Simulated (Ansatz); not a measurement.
Consider Rb in the bcc (W type) structure (space group Im-3m, No. 229; a = 5.5713 Å; relaxed with 0.1 eV smearing). Axes: x, y, z lie along the cube axes.

Calculations: PBEsol, PAW, 420 eV (Ansatz, a program for electronic structure; without spin-orbit coupling).

It is then changed as follows: biaxial strain −1.00 %, plane normal [001], relaxed out of plane (Cartesian); in-plane vectors clamped, the third vector and the atoms free.

Q: Predict the new out-of-plane strain.

A: The out-of-plane strain amounts to +1.76 %.

No phonon test of stability was made. The final runs are not spin-polarised.
